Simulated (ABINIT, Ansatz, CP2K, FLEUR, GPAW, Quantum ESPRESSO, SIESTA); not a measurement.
# One structure in several programs: SrAg5 (P6/mmm, 6 atoms in the cell)

Self-consistent single point, at a second geometry (lattice scaled by 0.98). First geometry:

```
CELL_PARAMETERS angstrom
      5.71045     0.00000     0.00000
     -2.85522     4.94540     0.00000
      0.00000     0.00000     4.60490
ATOMIC_POSITIONS crystal
  Sr 0.00000 0.00000 0.00000
  Ag 0.66667 0.33333 0.00000
  Ag 0.33333 0.66667 0.00000
  Ag 0.50000 0.00000 0.50000
  Ag 0.50000 0.50000 0.50000
  Ag 0.00000 0.50000 0.50000
```

Shared settings, as Ansatz (a quantum-chemistry and plane-wave program) writes them: kpoints.mp_grid.grid = 5 5 5; scf.occupations.method = fermi_dirac; scf.occupations.width = 0.0037 Ry. Potentials and cutoffs stand in the table.

| code | model | ΔF from the first geometry (meV/atom) | pressure (GPa) | cutoff |
|---|---|---|---|---|
| SIESTA | GGA PBEsol, numerical atomic orbitals DZP, PseudoDojo PBEsol standard norm-conserving potentials (rewritten from UPF to PSML) | -4.2 | 2.15 | grid 350 Ry |
| FLEUR | PBEsol, all-electron FLAPW (FLEUR), scalar-relativistic valence | -2.8 | – | Kmax 4 1/bohr |
| Quantum ESPRESSO | PBEsol, PSlibrary PAW (PBE) pseudopotentials | -0.4 | 1.05 | 50 Ry |
| CP2K | PBEsol, GPW, DZVP-MOLOPT-SR-GTH basis, GTH-PBE potentials (GTH_POTENTIALS) | 8.6 | 3.71 | grid 500 Ry |
| GPAW | PBEsol, GPAW PAW datasets PBEsol (made by gpaw-setup) | -2.5 | 2.10 | 550 eV |
| ABINIT | PBEsol, norm-conserving pseudopotentials (PseudoDojo nc-sr-04 PBEsol standard) | -3.1 | 1.93 | 1116 eV |
| Ansatz | PBEsol, PAW files made with PBE | -2.9 | 2.02 | default |

For Quantum ESPRESSO (by 1.3 GPa) the energy change implies a higher mean pressure, against the two pressures, than for the other programs: a sign of finite-basis (Pulay) stress.

A dash marks a value that a program does not give, or that is left out as unsure.

The spread over the programs that give each value: ΔF from the first geometry within 12.8 meV/atom; pressure within 2.66 GPa.

SIESTA and CP2K use small atom-centred bases, whose incompleteness enters pressures, forces and empty levels differently from a plane-wave cutoff. FLEUR treats all electrons, but the usual bases taken here (sphere radii, linearisation, local orbitals, empty states) were not tested for convergence, so the values are no reference for the others. Ansatz's pressure is given at a fixed set of plane waves, as the other plane-wave codes print theirs; with its correction for the finite basis it is 2.08 GPa. In the pressure, CP2K (by 1.73) lies more than 1 GPa from the median of the plane-wave programs.

The starting cell comes from a database of computed structures (which also holds hypothetical and non-ambient phases and stackings), without a prior relaxation at this level. For this run, on top of that: lattice scaled by 0.98.

Keys are those of Ansatz 0.2.
